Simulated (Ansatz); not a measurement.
The parent structure is BeTe in the rock salt structure (space group Fm-3m, No. 225; a = 5.370 Å; a hypothetical phase, not in the database extracts checked). Axes: x, y, z lie along the cube axes.

The values are results of DFT with r2SCAN, PAW potentials and a 500 eV plane-wave cutoff in Ansatz (a first-principles code), no SOC, not measurements.

Base values:

The pressure is 0.0 GPa and the shortest interatomic distance comes out as 5.074 bohr.

It is then changed as follows: biaxial strain −1.59 %, plane normal [111], relaxed out of plane (Cartesian); in-plane vectors clamped, the third vector and the atoms free.

Problem. Estimate the effect on the pressure, shortest interatomic distance and energy relative to the base.

Solution. The pressure (mean of the normal stresses, compression positive) goes from zero to 1.7 GPa; the shortest interatomic distance falls by 0.039 bohr, from 5.074 bohr to 5.035 bohr; the energy increases by 4.8 meV/atom.

Without a gap, meshes like the base's 15×15×15 leave anisotropic stresses uncertain by several tenths of a GPa, and small strain energies with them. Whether these cells are dynamically stable was not tested. All final runs are without spin polarisation.
